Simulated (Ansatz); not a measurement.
CoSn (P6/mmm, No. 191) was calculated with PBEsol in Ansatz (plane waves, PAW).

Settings: plane-wave cutoff 520 eV, 12×12×16 k mesh (along the axes of the cell as run), Fermi–Dirac smearing 0.041 eV (set by the program), no spin polarisation, scalar-relativistic PAW data made under PBE.

Computed at the level's own relaxed cell.

Hill averages of the elastic tensor: K = 145.7 GPa, G = 81.1 GPa. Volume 16.394 Å³/atom, mean atomic mass 88.822 u.

Q: Work out the density, the sound velocities of a polycrystal and the elastic Debye temperature, and Pugh's ratio at this level.

A: ρ = 1.66054 × 88.822/16.394 = 8.997 g/cm³. v_l = √[(K + 4G/3)/ρ] = 5.312 km/s and v_t = √(G/ρ) = 3.002 km/s. The mean follows from 3/v_m³ = 1/v_l³ + 2/v_t³: v_m = 3.339 km/s. Θ_D = (ħ/k_B) v_m (6π²/V)^(1/3) = 76.38 K Å s/km × 3.339 × 1.5343 Å⁻¹ = 391 K, counting all atoms of the cell. K/G = 1.80, to be set beside Pugh's rough bound of 1.75 between brittle and ductile metals.

Ansatz is a quantum-chemistry and plane-wave program.
